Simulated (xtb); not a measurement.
xtb 6.7.1, GFN1-xTB: Ca(OMe)2(OH2)2 (C[O][Ca](<-[OH2])(<-[OH2])[O]C), 17 atoms. The geometry is a generated start, not checked to be a minimum at this level.

* **method**: GFN1-xTB
* **--acc**: 1 (default)
* **--etemp (K)**: 300 (default)
* **detailed input (--input)**: none: ANC optimiser, Lindh (1995) Hessian, microcycle=20, maxdispl=1.0, hlow=0.01 (default)
* **basis functions**: 54
* **valence electrons**: 44

```xyz
17

Ca    -0.2859     0.6813     0.8979
O     -1.4027    -0.6612     0.1582
C     -2.5514    -1.0649    -0.4982
H     -3.2283    -0.2234    -0.7059
H     -2.3065    -1.5448    -1.4577
H     -3.1026    -1.7965     0.1145
O      1.6015     0.4508     0.1614
C      1.8618    -0.0232    -1.1184
H      1.6573     0.7430    -1.8859
H      2.9218    -0.3038    -1.1973
H      1.2530    -0.9121    -1.3547
O      0.3863     2.6802     0.5057
H      1.0642     1.9807     0.2318
H      0.9061     3.3888     0.8990
O      0.3763    -1.0318     2.1450
H      1.1368    -0.9169     1.5445
H     -0.2879    -1.4462     1.5602
```

The structure is relaxed from this start with --opt LEVEL for the levels crude, sloppy, loose, lax, normal, tight, vtight, extreme, once each. Up to the end of the extreme run atoms move by at most 1.3 Å along an axis.

**Question.** Choose the cheapest level whose final energy lies within 1 meV of that of extreme.

**Answer.** tight: 48 cycles against 91, ending 0.30 meV above.

| level | cycles | energy above the extreme run (meV) | gradient norm (eV/Å) |
|---|---|---|---|
| crude | 13 | 65 | 0.37 |
| sloppy | 24 | 4.3 | 0.12 |
| loose | 25 | 3.6 | 0.078 |
| lax | 27 | 2.7 | 0.10 |
| normal | 34 | 1.4 | 0.027 |
| tight | 48 | 0.30 | 0.014 |
| vtight | 68 | 0.069 | 0.0014 |
| extreme | 91 | — | 0.00088 |
